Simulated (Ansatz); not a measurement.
**Response to strain in Ta**

Take Ta in the bcc (W type) structure (space group Im-3m, No. 229; a = 3.3061 Å; relaxed with 0.1 eV smearing) as the base.

Strains are applied to the cell and any free atomic positions relax.

All numbers come from r2SCAN in Ansatz (plane waves to 500 eV, PAW, without spin-orbit coupling).

Notes on the quantities. energy relative to the base: free energy F.

```csv
change,volume per atom,pressure,energy relative to the base
base,18.07 Å³,0.0 GPa,0 meV/atom
isotropic strain −3.00 %,16.49 Å³,21.7 GPa,+100 meV/atom
isotropic strain −2.50 %,16.75 Å³,17.6 GPa,+68 meV/atom
isotropic strain −2.00 %,17.01 Å³,13.6 GPa,+43 meV/atom
isotropic strain −1.50 %,17.27 Å³,9.9 GPa,+24 meV/atom
isotropic strain −1.00 %,17.53 Å³,6.4 GPa,+11 meV/atom
isotropic strain −0.50 %,17.80 Å³,3.1 GPa,+2.6 meV/atom
```

No phonon test of stability was made. The final runs are not spin-polarised.

Ansatz is a quantum-chemistry and plane-wave program.
